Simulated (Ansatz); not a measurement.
LiNbO3 (model structure, started from the LiNbO3 type, R3c, No. 161, 10 atoms in the cell) was calculated with LDA (plane waves, PAW; Ansatz, a quantum-chemistry and plane-wave program).

Numerical settings: plane-wave cutoff 520 eV, 8×8×8 k mesh, Fermi–Dirac smearing 0.01 eV, no spin polarisation, scalar-relativistic PAW data made under PBE.

Cell (relaxed at this level):

```cif
data_Li6Nb6O18
_chemical_formula_sum 'Li6 Nb6 O18'
_space_group_name_H-M_alt 'R3c :H'
_space_group_IT_number 161
_space_group_name_Hall 'R 3 -2"c'
_cell_length_a 5.06609
_cell_length_b 5.06609
_cell_length_c 13.68970
_cell_angle_alpha 90.000
_cell_angle_beta 90.000
_cell_angle_gamma 120.000
loop_
_atom_site_label
_atom_site_type_symbol
_atom_site_symmetry_multiplicity
_atom_site_Wyckoff_symbol
_atom_site_fract_x
_atom_site_fract_y
_atom_site_fract_z
_atom_site_occupancy
Li1 Li 6 a 0.00000 0.00000 0.20223 1
Nb1 Nb 6 a 0.00000 0.00000 0.48572 1
O1 O 18 b 0.01233 0.37588 0.25392 1
```
(The calculation used a cell of 10 atoms; values per cell refer to that cell.)

Q: Predict the band gap and bulk modulus B0.

A: 
- band gap = 3.52 eV (on the SCF k mesh)
- bulk modulus B0 = 127 GPa

Note: the bulk modulus is −V dP/dV from two relaxed cells at ±2 % in volume.

Spin–orbit coupling is not included.

The computed numbers hold no vibrational or temperature effects.

The result took very roughly 4 core-minutes.

A model structure was made by putting elements into a prototype or built by hand; here it ended with the formula and space group of a phase in our tables.
